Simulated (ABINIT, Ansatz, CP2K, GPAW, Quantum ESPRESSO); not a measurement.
# Code comparison for Ba2PdO3 (Immm, 6 atoms in the cell)

Self-consistent single point.

```
Ba2PdO3
1.0
   -1.92713     2.04414     6.64229
    1.92713    -2.04414     6.64229
    1.92713     2.04414    -6.64229
Ba Pd O
2 1 3
Direct
  0.64529   0.64529   0.00000
  0.35471   0.35471   0.00000
  0.00000   0.00000   0.00000
  0.84579   0.84579   0.00000
  0.15421   0.15421   0.00000
  0.50000   0.00000   0.50000
```

All programs got the same cell, k-point mesh and kind of occupations (in Ansatz's words: kpoints.mp_grid.grid = 6 6 6; scf.occupations.method = gaussian; scf.occupations.width = 0.136 eV); potentials, basis and cutoffs are each program's usual ones.

```csv
code,model,pressure (GPa),largest force (eV/Å),k-points,cutoff
CP2K,"PBEsol, GPW, DZVP-MOLOPT-SR-GTH basis, GTH-PBE potentials (GTH_POTENTIALS)",0.69,0.165,112,grid 500 Ry
Quantum ESPRESSO,"PBEsol, GBRV 1.5 ultrasoft (PBESOL) pseudopotentials",-1.12,0.120,46,40 Ry
ABINIT,"PBEsol, PAW (JTH v2.0 PBE PAW, files made for PBE)",-1.55,0.031,46,24 Ha
GPAW,"PBEsol, GPAW PAW datasets PBEsol (made by gpaw-setup)",–,0.091,46,900 eV
Ansatz,"PBEsol, PAW files made with PBE",-2.69,0.060,46,default
```

Size of the force on each atom (eV/Å): Sizes of forces hide their directions.

```tsv
code	Ba1	Ba2	Pd3	O4	O5	O6
CP2K	0.083	0.083	0.000	0.165	0.165	0.000
Quantum ESPRESSO	0.016	0.016	0.000	0.120	0.120	0.000
ABINIT	0.022	0.022	0.000	0.031	0.031	0.000
GPAW	0.019	0.019	0.000	0.091	0.091	0.000
Ansatz	0.031	0.031	0.000	0.060	0.060	0.000
```

A dash marks a value that a program does not give, or that is left out as unsure.

The spread over the programs that give each value: pressure within 3.38 GPa; largest force within 0.134 eV/Å.

The starting cell comes from a database of computed structures (which also holds hypothetical and non-ambient phases and stackings), without a prior relaxation at this level. Its lattice was rescaled by a random factor within 2.5 % of one. On Ansatz's run: Spin polarisation is off.

Why do the programs differ, and what cannot be compared?

Differences of this kind can come from the potentials, where these differ, and from what each basis and cutoff leave unconverged. The valence holds different numbers of electrons (CP2K 56, Quantum ESPRESSO 54, ABINIT 56, GPAW 54, Ansatz (a program for electronic structure) 56). The zero of total energies and Fermi levels follows the potentials and each program's conventions, so they are not compared here. CP2K uses small atom-centred bases, whose incompleteness enters pressures, forces and empty levels differently from a plane-wave cutoff. Ansatz's pressure is given at a fixed set of plane waves, as the other plane-wave codes print theirs; with its correction for the finite basis it is -2.41 GPa (the shift of 0.28 GPa shows how far the cutoff is from converged). The pressure of GPAW is left out: its cutoff lies under the one at which its stress was checked. The programs reduce the same mesh by symmetry to different extents, which changes the work and not the result. In the pressure, CP2K (by 2.24) and Ansatz (by 1.15) lie more than 1 GPa from the median of the plane-wave programs. In the force vectors, CP2K (by 0.090) and ABINIT (by 0.106) lie more than 0.08 eV/Å from the median of the plane-wave programs.

Keys are those of Ansatz 0.2.
